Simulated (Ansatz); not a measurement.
The reference is NaF in the rock salt structure (space group Fm-3m, No. 225; a = 4.595 Å).

The values are results of Ansatz (a program for electronic structure), r2SCAN, PAW, cutoff 500 eV, without spin-orbit coupling, not measurements.

One change was made to it. Results:

```
quantity                                 base           after
-----------------------------  --------------  --------------
band gap                              7.28 eV         8.46 eV
electron mass                  0.57 mₑ (at Γ)  0.56 mₑ (at Γ)
lattice parameter a                   4.595 Å         4.326 Å
width of the top valence band         0.58 eV         0.77 eV
```

Name the change that was made.
A. pressure −1 GPa
B. pressure 2.1 GPa
C. pressure 15 GPa

C, pressure 15 GPa. For comparison, the band gap in the other runs: pressure −1 GPa gives 7.17 eV; pressure 2.1 GPa gives 7.49 eV.

Load acts through the strain it causes; cell and atoms are relaxed under it. Masses are band curvatures over ±0.01 Å⁻¹ around the edge. Stability against distortions was not tested. Competing high-pressure phases were not computed.
